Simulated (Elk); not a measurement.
Input and output of a self-consistent single point for FeCo (Pm-3m, 2 atoms in the cell) (Elk).

Computed with PBE, all-electron FP-LAPW, Elk's shipped species files, APW+lo basis with extra local orbitals in Elk.

```
CELL_PARAMETERS angstrom
      2.86742     0.00000     0.00000
      0.00000     2.86742     0.00000
      0.00000     0.00000     2.86742
ATOMIC_POSITIONS crystal
  Fe 0.00000 0.00000 0.00000
  Co 0.50000 0.50000 0.50000
```

Reference input (self-consistent single point, DFT, PBE, all-electron FP-LAPW, Elk's shipped species files, APW+lo basis with extra local orbitals): xctype = 20; spinpol = true; rgkmax = 8; stype = 0; swidth = 0.00367493 Ha; ngridk = 9 9 9; reducebf = 0.8; tforce = true; gmaxvr = 18 1/bohr; lmaxapw = 10; lmaxo = 8; nxlo = 2. This run's input differs from it in these lines:

```diff
@@ -5,8 +5,2 @@
   20
-
-spinpol
-  .true.
-
-reducebf
-  0.8
 
@@ -66,6 +60,6 @@
   1
-  0.0000000000  0.0000000000  0.0000000000    0.0 0.0 -2.0
+  0.0000000000  0.0000000000  0.0000000000    0.0 0.0 0.0
   'Co.in'
   1
-  0.5000000000  0.5000000000  0.5000000000    0.0 0.0 -1.5
+  0.5000000000  0.5000000000  0.5000000000    0.0 0.0 0.0
```

Log, with long lists cut:

```
│ Self-consistent loop started │
│ Loop number : 1 │
 total energy                :     -2667.29946131
│ Loop number : 2 │
 total energy                :     -2667.14671829
RMS change in Kohn-Sham potential (target) :   0.2509461332     (  0.1000000000E-05)
Absolute change in total energy (target)   :   0.1527430166     (  0.1000000000E-03)
│ Loop number : 3 │
 total energy                :     -2668.05558460
RMS change in Kohn-Sham potential (target) :   0.2878738543     (  0.1000000000E-05)
Absolute change in total energy (target)   :   0.8706805565     (  0.1000000000E-03)
│ Loop number : 4 │
   [... lines left out ...]
Absolute change in total energy (target)   :   0.1123230550E-04 (  0.1000000000E-03)
│ Loop number : 18 │
 total energy                :     -2666.27123597
RMS change in Kohn-Sham potential (target) :   0.1094637649E-05 (  0.1000000000E-05)
Absolute change in total energy (target)   :   0.8947822607E-05 (  0.1000000000E-03)
│ Loop number : 19 │
 total energy                :     -2666.27124314
RMS change in Kohn-Sham potential (target) :   0.2014587838E-06 (  0.1000000000E-05)
Absolute change in total energy (target)   :   0.9407800007E-05 (  0.1000000000E-03)
Convergence targets achieved

│ Loop number : 20 │

Energies :
 Fermi                       :     0.326582112830
 total energy                :     -2666.27124462

Density of states at Fermi energy :    227.3651229
 (states/Hartree/unit cell)

Estimated indirect band gap :   0.1649128982E-03
 from k-point      7 to k-point     23
Estimated direct band gap   :   0.3044354995E-02
 at k-point     25

Charges :
 core                        :    22.00000000
 valence                     :    31.00000000
 interstitial                :    2.647597162
 muffin-tins (core leakage)
  species :    1 (Fe)
   atom    1                 :    24.59436827     (  0.3039346552E-11)
  species :    2 (Co)
   atom    1                 :    25.75803456     (  0.1250880092E-02)
 total in muffin-tins        :    50.35240284
   [... lines left out ...]
   total force               :    -0.00000000    0.00000000    0.00000000
   total magnitude           :     0.00000000
 species :    2 (Co)
  atom :    1
   Hellmann-Feynman          :     0.00000000    0.00000000    0.00000000
   IBS                       :    -0.00000000   -0.00000000    0.00000000
   total force               :     0.00000000   -0.00000000    0.00000000
   total magnitude           :     0.00000000
```

The run converged in 20 iterations. The count includes the last loop, which Elk runs after its targets are met. Against the reference run the total energy goes up by 639 meV/atom and the net moment of 2.28 μB/atom is absent without spin.

The starting cell comes from a database of computed structures (which also holds hypothetical and non-ambient phases and stackings), without a prior relaxation at this level. Its lattice was rescaled by a random factor within 2.5 % of one. Spin polarisation is off. Values depend on the basis (sphere radii, cutoffs, local orbitals), which need not be converged. The log's line on a gap gives a spacing of levels on this mesh, which the program prints for metals too.
